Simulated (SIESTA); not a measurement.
**How a calculation on RbMg6Ni (Amm2, 8 atoms in the cell) responds to its settings**

```yaml
crystal:
  lattice:
    - [4.48915, 0.00000, 0.00000]
    - [0.00000, 3.17135, 7.50030]
    - [0.00000, -3.17135, 7.50030]
  atoms:
    - { symbol: Rb, position: [0.00000, 0.21146, 0.21146] }
    - { symbol: Mg, position: [0.50000, 0.78371, 0.29873] }
    - { symbol: Mg, position: [0.50000, 0.29873, 0.78371] }
    - { symbol: Mg, position: [0.50000, 0.82105, 0.82105] }
    - { symbol: Mg, position: [0.00000, 0.65155, 0.17447] }
    - { symbol: Mg, position: [0.00000, 0.17447, 0.65155] }
    - { symbol: Mg, position: [0.00000, 0.65701, 0.65701] }
    - { symbol: Ni, position: [0.50000, 0.40204, 0.40204] }
```

Base run A: GGA PBEsol, numerical atomic orbitals TZP, PseudoDojo PBEsol standard norm-conserving potentials (rewritten from UPF to PSML) (SIESTA), self-consistent single point.

Its settings: XC.functional = GGA; XC.authors = PBEsol; potentials = PseudoDojo PBEsol standard; PAO.BasisSize = TZP; PAO.EnergyShift = 0.01 Ry; MeshCutoff = 350 Ry; kgrid.MonkhorstPack = 5 4 4; OccupationFunction = FD; ElectronicTemperature = 0.1 eV; MaxSCFIterations = 150; SCF.Mixer.Method = Pulay; SCF.Mixer.Weight = 0.25; SCF.Mixer.History = 8; SCF.DM.Tolerance = 1.0E-05.

The starting cell comes from a database of computed structures (which also holds hypothetical and non-ambient phases and stackings), without a prior relaxation at this level. Spin polarisation is off. Values carry the incompleteness of an atom-centred basis.

ΔF is the free energy per atom less that of run A. 

Run A gave: pressure (GPa) -0.13; largest force (eV/Å) 0.449.

Runs:
- B: lattice scaled by 0.97
- C: lattice scaled by 0.985
- D: lattice scaled by 0.985; MeshCutoff: 350 Ry → 210 Ry
- E: lattice scaled by 1.015
- F: lattice scaled by 1.015; MeshCutoff: 350 Ry → 210 Ry
- G: lattice scaled by 1.03
- H: lattice scaled by 1.03; MeshCutoff: 350 Ry → 210 Ry

What does run G change against A?

The free energy rises by 21.1 meV/atom, the pressure goes from -0.13 to -2.42 GPa and the largest force goes from 0.449 to 0.244 eV/Å.

What does run E change against A?

The free energy rises by 6.1 meV/atom, the pressure goes from -0.13 to -1.39 GPa and the largest force goes from 0.449 to 0.266 eV/Å.

What does run H change against A?

The free energy goes up by 11.5 meV/atom, the pressure goes from -0.13 to -2.34 GPa and the largest force goes from 0.449 to 0.208 eV/Å.

```
run  ΔF (meV/atom)  pressure (GPa)  largest force (eV/Å)
---  -------------  --------------  --------------------
A             0.00           -0.13                 0.449
B             19.8            3.12                 0.823
C              3.9            1.33                 0.632
D             -4.0            1.40                 0.629
E              6.1           -1.39                 0.266
F             -3.4           -1.28                 0.260
G             21.1           -2.42                 0.244
H             11.5           -2.34                 0.208
```

Left out of this page: 1 run of the series unsound by tests on forces, stress, charge or solver warnings.
